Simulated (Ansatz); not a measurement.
Where the default PAW files enter, the runs use the earlier of Ansatz's two default sets.

Input:

```
CELL_PARAMETERS angstrom
      3.80895     0.00000     0.00000
     -1.90448     3.29865     0.00000
      0.00000     0.00000    12.45260
ATOMIC_POSITIONS crystal
  Zn 0.66667 0.33333 0.74993
  Zn 0.33333 0.66667 0.24993
  Zn 0.00000 0.00000 0.50000
  Zn 0.00000 0.00000 0.00000
  S  0.66667 0.33333 0.93773
  S  0.33333 0.66667 0.43773
  S  0.00000 0.00000 0.68734
  S  0.00000 0.00000 0.18734
```

Space group of this cell: P6_3mc. The cell is taken as given.

The current runs along the normal of the first two printed vectors, the (001) plane. All runs by Ansatz (an electronic-structure program), plane waves and PAW, without spin-orbit coupling; the base is r2SCAN.

```json
[
 {"run": "base", "mean pressure (GPa)": "0.1", "gap (eV)": "2.75", "mid-gap κ (1/Å)": "0.175"},
 {"run": "all lengths scaled by 0.98", "mean pressure (GPa)": "5.5", "gap (eV)": "3.04", "mid-gap κ (1/Å)": "0.186"},
 {"run": "all lengths scaled by 1.02", "mean pressure (GPa)": "-4.0", "gap (eV)": "…", "mid-gap κ (1/Å)": "…"},
 {"run": "lda in place of r2scan", "mean pressure (GPa)": "-4.0", "gap (eV)": "…", "mid-gap κ (1/Å)": "…"},
 {"run": "lengths across the current scaled by 0.98, ions clamped", "mean pressure (GPa)": "3.6", "gap (eV)": "…", "mid-gap κ (1/Å)": "…"},
 {"run": "lengths across the current scaled by 1.02, ions clamped", "mean pressure (GPa)": "-2.7", "gap (eV)": "2.56", "mid-gap κ (1/Å)": "0.169"},
 {"run": "lengths along the current scaled by 0.97, ions clamped", "mean pressure (GPa)": "2.8", "gap (eV)": "2.86", "mid-gap κ (1/Å)": "0.185"},
 {"run": "lengths along the current scaled by 1.03, ions clamped", "mean pressure (GPa)": "-2.0", "gap (eV)": "2.55", "mid-gap κ (1/Å)": "0.165"},
 {"run": "pbesol in place of r2scan", "mean pressure (GPa)": "-1.3", "gap (eV)": "2.04", "mid-gap κ (1/Å)": "0.141"}
]
```

Q: Some entries are withheld; supply them.

A: 
- all lengths scaled by 1.02, gap (eV): 2.47
- all lengths scaled by 1.02, mid-gap κ (1/Å): 0.163
- lda in place of r2scan, gap (eV): 1.93
- lda in place of r2scan, mid-gap κ (1/Å): 0.134
- lengths across the current scaled by 0.98, ions clamped, gap (eV): 2.89
- lengths across the current scaled by 0.98, ions clamped, mid-gap κ (1/Å): 0.178
